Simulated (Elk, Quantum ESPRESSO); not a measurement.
A Quantum ESPRESSO input for a self-consistent single point of NiSi2 (Fm-3m, 3 atoms in the cell) (DFT, PBEsol, plane waves, PSlibrary ultrasoft (PBE) pseudopotentials):

```fortran
&control
 calculation = 'scf'
 prefix = 'nisi2'
 outdir = './tmp'
 pseudo_dir = './'
 tprnfor = .true.
 tstress = .true.
/
&system
 ibrav = 0
 nat = 3
 ntyp = 2
 ecutwfc = 50
 ecutrho = 300
 occupations = 'smearing'
 smearing = 'fermi-dirac'
 degauss = 0.0036749
 input_dft = 'pbesol'
/
&electrons
 conv_thr = 1.0e-11
 mixing_beta = 0.4
/
ATOMIC_SPECIES
Si    28.0850  Si.pbe-n-rrkjus_psl.1.0.0.UPF
Ni    58.6934  Ni.pbe-n-rrkjus_psl.1.0.0.UPF
ATOMIC_POSITIONS alat
Si    0.3535533906    0.3535533906    0.3535533906
Si    1.0606601718    1.0606601718    1.0606601718
Ni    0.0000000000    0.0000000000    0.0000000000
K_POINTS automatic
14 14 14  0 0 0
CELL_PARAMETERS angstrom
   0.0000000000     2.7363780000     2.7363780000
   2.7363780000     0.0000000000     2.7363780000
   2.7363780000     2.7363780000     0.0000000000
```

Task: Give the Elk input for the same structure, mesh, smearing and functional.

Result: This is the input that was run; spellings and numerical settings could be chosen otherwise.

```
tasks
  0

xctype
  22

rgkmax
  7.5

gmaxvr
  14.0

nxlo
  2

lorbcnd
  .true.

rmtscf
  0.91

lmaxi
  3

stype
  3

swidth
  0.00183747

scale
  7.312905393

avec
    0.0000000000    0.7071067812    0.7071067812
    0.7071067812    0.0000000000    0.7071067812
    0.7071067812    0.7071067812    0.0000000000

sppath
  './'

atoms
  2   : nspecies
  'Si.in'   : spfname
  2   : natoms; atposl, bfcmt below
  0.2500000000  0.2500000000  0.2500000000    0.0 0.0 0.0
  0.7500000000  0.7500000000  0.7500000000    0.0 0.0 0.0
  'Ni.in'   : spfname
  1   : natoms; atposl, bfcmt below
  0.0000000000  0.0000000000  0.0000000000    0.0 0.0 0.0

ngridk
  14 14 14
```

Basis settings and potentials, where a program has them, do not carry over. This input uses DFT, PBEsol, all-electron FP-LAPW, Elk's shipped species files, APW+lo basis with extra local orbitals.

The starting cell has typed, rounded lattice constants, without a prior relaxation at this level. Its lattice was rescaled by a random factor within 2.5 % of one.
